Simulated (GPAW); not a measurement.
A relaxation of cell and atoms of K2Se (Fm-3m, 3 atoms in the cell) with GPAW.

Method of the run: LDA (Perdew-Wang 92), GPAW PAW datasets LDA (gpaw-data 1.0.1) (plane waves; GPAW 25.7.0).

```
CELL_PARAMETERS angstrom
      0.00000     3.83595     3.83595
      3.83595     0.00000     3.83595
      3.83595     3.83595     0.00000
ATOMIC_POSITIONS crystal
  K  0.25000 0.25000 0.25000
  K  0.75000 0.75000 0.75000
  Se 0.00000 0.00000 0.00000
```

Reference input (self-consistent single point, DFT LDA (Perdew-Wang 92), plane waves, GPAW PAW datasets LDA (gpaw-data 1.0.1)): mode = pw; ecut = 550 eV; xc = LDA; kpts = 8 8 8; mesh shift (steps) = 0 0 0; occupations.name = fixed-uniform; nbands = -8; convergence.density = 1e-05 e/electron; convergence.bands = -6; symmetry.symmorphic = false; symmetry.tolerance = 0.0005; maxiter = 120. This run's input differs from it in these lines:

```diff
@@ -1,4 +1,6 @@
 from ase import Atoms
+from ase.filters import FrechetCellFilter
+from ase.optimize import BFGS
 from ase.units import GPa
-from gpaw import GPAW, PW
+from gpaw import GPAW, PW, FermiDirac
 
@@ -16,3 +18,3 @@
             kpts={'size': (8, 8, 8), 'gamma': True},
-            occupations={'name': 'fixed-uniform'},
+            occupations=FermiDirac(0.0),
             nbands=-8,
@@ -23,2 +25,10 @@
 atoms.calc = calc
+
+target = FrechetCellFilter(atoms)
+
+opt = BFGS(target, logfile='-')
+converged = opt.run(fmax=0.03, steps=40)
+print('Relaxation converged:', converged)
+print('Cell:', atoms.cell.cellpar().round(4))
+print(atoms.get_scaled_positions().round(5))
```

The program printed (abridged):

```
     iter     time        total  log10-change:
                         energy   eigst   dens
iter:   1 --:--:--   -11.209052   +0.26
iter:   2 --:--:--   -11.025071   +0.12  -1.13
iter:   3 --:--:--   -10.311589   -0.46  -1.17
iter:   4 --:--:--   -10.324663   -1.20  -1.44
iter:   5 --:--:--   -10.275284   -1.55  -1.44
iter:   6 --:--:--   -10.272001   -2.27  -2.26
iter:   7 --:--:--   -10.272863c  -2.71  -2.28
iter:   8 --:--:--   -10.270875c  -3.36  -2.51
iter:   9 --:--:--   -10.271263c  -3.50  -3.04
iter:  10 --:--:--   -10.270647c  -4.09  -2.83
iter:  11 --:--:--   -10.270649c  -5.03  -4.21
iter:  12 --:--:--   -10.270648c  -5.59  -4.05
iter:  13 --:--:--   -10.270650c  -5.95  -4.34
iter:  14 --:--:--   -10.270649c  -6.62  -4.04
iter:  15 --:--:--   -10.270649c  -7.05  -4.11
iter:  16 --:--:--   -10.270648c  -6.76  -4.12
iter:  17 --:--:--   -10.270648c  -7.68c -4.59
iter:  18 --:--:--   -10.270648c  -8.30c -4.84
iter:  19 --:--:--   -10.270648c  -8.57c -4.87
iter:  20 --:--:--   -10.270648c  -8.75c -5.48c
Converged after 20 iterations.

Dipole moment: (0.000000, 0.000000, 0.000000) |e|*Ang

Energy contributions relative to reference atoms: (reference = -98698.513611)

Kinetic:         +0.013605
Potential:       +1.844718
External:        +0.000000
XC:             -10.784834
Entropy (-ST):   +0.000000
Local:           -1.344137
SIC:             +0.000000
--------------------------
Free energy:    -10.270648
Extrapolated:   -10.270648

Showing only first 2 kpts
 Kpt  Band  Eigenvalues  Occupancy
  0    10      0.82393    2.00000
  0    11      0.82393    2.00000
  0    12      2.86825    0.00000
  0    13      6.11856    0.00000

  1    10      0.84559    2.00000
  1    11      0.84559    2.00000
  1    12      3.33293    0.00000
  1    13      5.97295    0.00000

Fermi level: 1.91524

Gap: 1.906 eV
Transition (v -> c):
   [... lines left out ...]
Direct gap: 2.044 eV
Atomic positions and initial magnetic moments
Free energy:    -10.275772
Fermi level: 1.94581
Gap: 1.916 eV
Direct gap: 2.059 eV
Atomic positions and initial magnetic moments
Free energy:    -10.316214
Fermi level: 2.54473
Gap: 2.105 eV
   [... lines left out ...]

Forces in eV/Ang:
  0 K     0.00000   -0.00000    0.00000
  1 K    -0.00000    0.00000    0.00000
  2 Se    0.00000   -0.00000   -0.00000

BFGS:    3 --:--:--      -10.317098        0.004457
Relaxation converged: True
Cell: [ 5.2677  5.2677  5.2677 60.     60.     60.    ]
[[0.25 0.25 0.25]
 [0.75 0.75 0.75]
 [0.   0.   0.  ]]
Energy (eV): -10.317098
Stress (GPa, Voigt): [0.0207 0.0207 0.0207 0.     0.     0.    ]
```

The run converged. GPAW prints stress with tension positive. 

Summary of the result:
```
Item                                                                                        Value
-------------------------------------------------------  ----------------------------------------
Free energy E − TS (from the program's reference atoms)                               -10.3171 eV
Top of the valence band (on the code's own zero)                                          1.43 eV
Gap on the k-point mesh                                                                   2.08 eV
Pressure                                                                                -0.02 GPa
Final cell                                               a = b = c = 5.2677 Å, α = β = γ = 60.00°
Final volume per atom                                                                    34.45 Å³
Relaxation steps                                                                                3
```

The starting cell comes from a database of computed structures (which also holds hypothetical and non-ambient phases and stackings), without a prior relaxation at this level. The relaxation keeps the symmetry of its start, so its end need not be a minimum.

Cost on one core of a shared machine: roughly 2 min.
